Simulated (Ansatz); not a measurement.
**A computed series for BN: element substitutions**

Consider BN in the zinc blende structure (space group F-43m, No. 216; a = 3.624 Å).

Each row replaces one element on all its sites; cell and atoms are relaxed.

Calculations: Kohn–Sham DFT with the PBE functional, run in Ansatz (an electronic-structure program) with PAW and 420 eV plane waves, no SOC, earlier PAW set.

For the base:

- Volume per atom = 5.95 Å³

### Question
The aim is a volume per atom between 11.08 Å³ and 12.33 Å³. Which of these changes reaches it?
(A) B → Ga
(B) B → Be
(C) N → O

### Answer
A, B → Ga. It gives 11.77 Å³; B → Be gives 7.74 Å³; N → O gives 7.66 Å³. Changes not listed may reach it too

Stability against distortions was not tested. As relaxed here, BeN and BO are hypothetical phases, not in the database extracts checked. All final runs are without spin polarisation. An odd electron count without spin: BeN and BO. This is not the structure that GaN has at room temperature and ambient pressure.
